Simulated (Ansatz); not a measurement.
Seebeck coefficient (μV/K, mean over directions) of n-type GaSe (P6_3/mmc) against carrier density, PBEsol+D3BJ, rigid bands (Ansatz, an electronic-structure program). Computed gap 0.83 eV; densities at which minority carriers matter at this gap, or further valleys turn the trend, are left out. Conductivity mass 0.35 mₑ (harmonic mean over directions), N_c = 1.8e19 cm⁻³ at 300 K.

| electron density | 300 K | 500 K |
|---|---|---|
| 1e17 cm⁻³ | -665 | -756 |
| 1e18 cm⁻³ | -467 | -558 |
| 3e18 cm⁻³ | -374 | (withheld) |
| 1e19 cm⁻³ | (withheld) | -363 |
| 3e19 cm⁻³ | -189 | -275 |
| 1e20 cm⁻³ | -119 | -192 |
| 3e20 cm⁻³ | -90 | (withheld) |
| 1e21 cm⁻³ | -50 | -79 |

Problem. Complete the blanks.

Solution. 
- 3e18 cm⁻³, 500 K: -464
- 1e19 cm⁻³, 300 K: -273
- 3e20 cm⁻³, 500 K: -136

Rigid bands with a gap fixed in temperature, one relaxation time for all states, no polarons or phonon drag, and whether or not such doping can be reached. Spin-orbit coupling is left out. Geometry: cell and atoms relaxed with PBEsol+D3(BJ).

PBEsol with a dispersion correction tends to overbind, so the cell can be several per cent short, in bad cases over ten, which usually narrows a gap: GaSe (P6_3/mmc).
